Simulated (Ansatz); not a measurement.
```xyz
1
Lattice="-1.6411 1.6411 1.6411 1.6411 -1.6411 1.6411 1.6411 1.6411 -1.6411" Properties=species:S:1:pos:R:3 pbc="T T T"
Ta     0.0000     0.0000     0.0000
```

These are PBEsol, DFPT electron-phonon coupling, linearised Boltzmann equation (plane waves, PAW, scalar-relativistic; Ansatz, an electronic-structure program) values and carry that method's errors. Cell: relaxed with this functional, without spin-orbit coupling.

**Question.** Predict λ, the logarithmic mean phonon energy and the superconducting Tc for μ* = 0.10 referred to 14.0 meV.

**Answer.** λ = 0.95, ħω_log = 12.6 meV, Tc 9.7 K from the anisotropic Eliashberg equations. μ* is a chosen number, and Tc is 10.9 K at 0.08 and 6.5 K at 0.16.

A metal at this level (no band gap). The phonons are harmonic. Spin-orbit coupling is left out, which matters with elements this heavy. For metals of groups 4 to 10, Tc at these values of μ* can lie well above the measured one. The self-energy correction of the phonons between q points moved λ by about 2 %. The run warned that the eigensolver left some states short of its tolerance. Halving the electron mesh (28x28x28) moves the coupling by up to 1 %, Tc by up to 1 %. Smearing 0.20 eV; phonons on a 6x6x6 q mesh, which this run doesn't test.
